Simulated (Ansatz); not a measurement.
# AlP (model structure, Pm-3m, No. 221, 2 atoms in the cell): properties by level of theory

| level (code) | lattice constant a (Å) | cohesive energy (eV/atom) |
|---|---|---|
| LDA (Ansatz) | 3.074 | 4.16 |
| PBE (Ansatz) | 3.119 | 3.35 |
| PBEsol (Ansatz) | 3.091 | 3.81 |
| PBE-D3(BJ) (Ansatz) | 3.069 | 3.77 |

Ansatz's density-functional and Hartree–Fock values are scalar-relativistic unless marked +SOC, with PAW data made under PBE.

Free atoms are spin-polarised, in the lowest state found; at levels without +SOC their spin–orbit coupling is left out.

A model structure was made by putting elements into a prototype or built by hand; it is no filed structure, need not be a known phase, and can be a saddle point held by its symmetry.

Ansatz is an electronic-structure program.
